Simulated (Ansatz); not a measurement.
For ZnS (R3m, No. 160, 36 atoms in the cell; start mp-1198139; a measured phase of this formula has another space group), LDA (Ansatz, a first-principles code, plane waves, PAW) gives:

- equilibrium lattice constant a: 3.743 Å
- c axis length: 165.276 Å
- cohesive energy: 3.72 eV/atom
- band gap: 2.14 eV

Question: What does r²SCAN+rVV10 (Ansatz, plane waves, PAW) give for the same quantities?

Answer: 
- lattice constant a: 3.795 Å (increases by 1.4 %)
- lattice parameter c: 167.526 Å (increases by 1.4 %)
- cohesive energy: 3.35 eV/atom (falls by 0.37 eV/atom)
- band gap: 2.72 eV (grows by 0.58 eV)

Changes are worked out from the printed values.

Unless a cell is named, each level is at its own relaxed cell.

Density-functional gaps are differences of (generalised) Kohn–Sham levels.

Caveats: the relaxation could not lower the start's symmetry, so the cell can be a saddle point above a distorted one (LDA, r²SCAN+rVV10). Ansatz's density-functional and Hartree–Fock values are scalar-relativistic unless marked +SOC, with PAW data made under PBE.

A start named mp-… is a Materials Project structure, which need not be a measured phase.
